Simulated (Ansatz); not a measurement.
For L1₀ (CuAu-type) CuAu, PBE+SOC (Ansatz, a first-principles code, PAW) gives:

```
Quantity              Value
------------------  -------
lattice constant a  2.845 Å
c axis length       3.684 Å
bulk modulus B0     144 GPa
```

What does r²SCAN (PAW; Ansatz) give for the same quantities?


- lattice constant a: 2.847 Å (hardly moves)
- lattice parameter c: 3.586 Å (decreases by 2.7 %)
- bulk modulus: 157 GPa (grows by 9.0 %)

For comparison: lattice constant a 2.8 Å (measured, temperature not stated, not corrected to a static lattice; as tabulated in Nepal et al. (2019), arXiv:1905.09348); lattice parameter c 3.67 Å (measured, temperature not stated, not corrected to a static lattice; as tabulated in Mehl et al. (2016), arXiv:1607.02532).

Changes are worked out from the printed values.

Unless a cell is named, each level is at its own relaxed cell (PBE+SOC 14.91, r²SCAN 14.53 Å³/atom).

Levels without +SOC leave out spin–orbit coupling, which shifts energies and cells of such heavy elements.

Ansatz's density-functional and Hartree–Fock values are scalar-relativistic unless marked +SOC, with PAW data made under PBE.
